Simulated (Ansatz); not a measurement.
Al_Ca in rock-salt CaO (start: the Ca site; 64-site cell, 2×2×2 shifted sampling), O-rich (Δμ(Ca) = -5.89 eV, Δμ(Al) = -7.45 eV, bounded by corundum; only phases computed here count, gases as isolated molecules at 0 K). Computed with PBE, PAW (plane waves to 420 eV; Ansatz, a quantum-chemistry and plane-wave program). In charge state +1 (not spin-polarised) the formation energy is 1.20 eV with the Fermi level at the valence-band maximum; take the Fermi level 1.90 eV above it, where this charge is the stable one. The crystal has 3.55 × 10^22 Ca sites per cm³.

Estimate the equilibrium concentration at 1300 K in the dilute limit, leaving out vibrational entropy and degeneracy.

E_f = 1.20 + (+1)(1.9) = 3.10 eV; kT = 0.1120 eV; c = N exp(−E_f / kT) = 3.55 × 10^22 × exp(−27.7) ≈ 3 × 10^10 cm^-3. An error of 0.2 eV in E_f moves this by a factor of 6.
